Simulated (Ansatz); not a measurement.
```yaml
crystal:
  lattice:
    - [19.00000, 0.00000, 0.00000]
    - [0.00000, 21.00000, 0.00000]
    - [0.00000, 0.00000, 4.16785]
  atoms:
    - { symbol: Ge, position: [0.39520, 0.46659, 0.00000] }
    - { symbol: Ge, position: [0.39520, 0.53341, 0.50000] }
    - { symbol: Ge, position: [0.50000, 0.32872, 0.50000] }
    - { symbol: Ge, position: [0.50000, 0.39471, 0.00000] }
    - { symbol: Ge, position: [0.50000, 0.60529, 0.50000] }
    - { symbol: Ge, position: [0.50000, 0.67128, 0.00000] }
    - { symbol: Ge, position: [0.60480, 0.46659, 0.00000] }
    - { symbol: Ge, position: [0.60480, 0.53341, 0.50000] }
    - { symbol: Cl, position: [0.29933, 0.40999, 0.00000] }
    - { symbol: Cl, position: [0.29933, 0.59001, 0.50000] }
    - { symbol: Cl, position: [0.40792, 0.26778, 0.50000] }
    - { symbol: Cl, position: [0.59208, 0.26778, 0.50000] }
    - { symbol: Cl, position: [0.40792, 0.73222, 0.00000] }
    - { symbol: Cl, position: [0.59208, 0.73222, 0.00000] }
    - { symbol: Cl, position: [0.70067, 0.40999, 0.00000] }
    - { symbol: Cl, position: [0.70067, 0.59001, 0.50000] }
```

Computed with PBE (plane waves to 420 eV, PAW; Ansatz, an electronic-structure program). Mesh 1×1×8. No spin polarisation. It repeats along c; a and b span vacuum. An idealised model, cut from the bulk lattice. It keeps the symmetry and period of its start, so it need not be a minimum against all distortions. Values not marked SOC lack spin–orbit coupling.

Task: Tabulate the two highest filled and two lowest empty levels along the axis, from the valence top.

Result: 
```
k (2π/c)  v2 (eV)  v1 (eV)  c1 (eV)  c2 (eV)
--------  -------  -------  -------  -------
0.000       -0.48     0.00     0.74     0.93
0.042       -0.57    -0.21     0.95     1.05
0.083       -0.75    -0.58     1.32     1.33
0.125       -0.95    -0.92     1.64     1.67
0.167       -1.04    -1.03     1.87     1.98
0.208       -1.05    -1.03     2.02     2.23
0.250       -1.05    -1.03     2.10     2.12
0.292       -1.06    -1.04     1.90     2.09
0.333       -1.06    -1.06     1.72     1.99
0.375       -1.09    -1.08     1.59     1.84
0.417       -1.13    -1.10     1.52     1.71
0.458       -1.17    -1.14     1.50     1.60
0.500       -1.17    -1.17     1.53     1.53
```
